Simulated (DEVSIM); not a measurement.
Device: illuminated Si p-on-n cell, one wavelength, at 400 K.

Layer 1 from the left is Si, thickness (μm) 0.220, Na (cm⁻³) 5e18, τn (s) 2.1e-9, τp (s) 2.2e-9, absorption coefficient (cm⁻¹) 110. Layer 2 from the left is Si, thickness (μm) 150, Nd (cm⁻³) 2.9e15, τn (s) 1.1e-7, τp (s) 1.1e-7, absorption coefficient (cm⁻¹) 110.

Left contact: ohmic, minority electron recombination velocity 5000 cm/s. Right contact: ohmic, minority hole recombination velocity 8000 cm/s. Voltage is applied to the left contact. Recombination: SRH at mid-gap, radiative, Auger. Gap narrowing is on: ΔEg = 6.92 meV × (l + √(l² + 0.5)), l = ln(N/1.3e17 cm⁻³), shared equally by both band edges. Light enters at the left, 1.4e18 photons cm⁻² s⁻¹, one pass, no reflection. Mobility is μmin + (μ − μmin)/(1 + (N/Nref)^α).

The device is made up for the run: typed textbook-type constants, with dimensions and the other settings drawn at random. Values at 300 K; Nc and Nv go as T^1.5, mobilities as T to minus their exponent, the gap by Varshni's rule with the affinity fixed.

Si: gap (eV) 1.124, affinity (eV) 4.05, permittivity 11.7, Nc (cm⁻³) 2.86e19, Nv (cm⁻³) 3.1e19, μn (cm²/Vs) 1417, μp (cm²/Vs) 470, μn,min 52, μp,min 45, Nref,n 9.7e16, Nref,p 2.2e17, αn 0.68, αp 0.72, T exponent of μn 2.3, T exponent of μp 2.2, B (cm³/s) 4.7e-15, Cn (cm⁶/s) 2.8e-31, Cp (cm⁶/s) 9.9e-32, Varshni α (eV/K) 0.000473, Varshni β (K) 636.

Model (solved in DEVSIM): 1D drift-diffusion, Boltzmann statistics, complete ionisation; no tunnelling, impact ionisation, image-force lowering or self-heating.

Dark forward current:

```csv
|V| (V),|J| (A/cm²)
0.05,0.0001011
0.10,0.0004277
0.15,0.001607
0.20,0.006130
0.25,0.02373
0.30,0.08788
0.35,0.2754
0.40,0.6575
0.45,1.226
0.50,1.936
0.55,2.749
0.60,3.643
0.65,4.604
0.70,5.623
0.75,6.693
0.80,7.810
0.85,8.972
0.90,10.18
0.95,11.42
1.00,12.71
1.05,14.04
1.10,15.41
1.15,16.82
1.20,18.28
1.25,19.78
1.30,21.32
```

### Question
Work out the local ideality factor n = ΔV / (kT/q · ln(J2/J1)) between the rows 0.15 and 0.20 V, 0.20 and 0.25 V, 1.25 and 1.30 V.

### Answer
kT/q = 34.47 mV. From 0.15 to 0.20 V: ln(0.006130/0.001607) = 1.339, n = 1.08, near the 1 of diffusion or emission over a barrier. From 0.20 to 0.25 V: ln(0.02373/0.006130) = 1.354, n = 1.07, near the 1 of diffusion or emission over a barrier. From 1.25 to 1.30 V: ln(21.32/19.78) = 0.075, n = 19.35.

### Question
What current could the absorbed light give at most, and what share is collected?

### Answer
Σ αd = 1.65, so qΦ(1 − exp(−Σ αd)) = 181 mA/cm². The simulated short-circuit current is 22.96 mA/cm², a share of 0.13.

### Question
Estimate the open-circuit voltage by superposition: the voltage at which the dark current equals that short-circuit current.

### Answer
Interpolating ln J in the table gives 0.249 V. The simulation gives 0.247 V, the same within the digits that matter. Superposition holds where collection doesn't change with voltage.
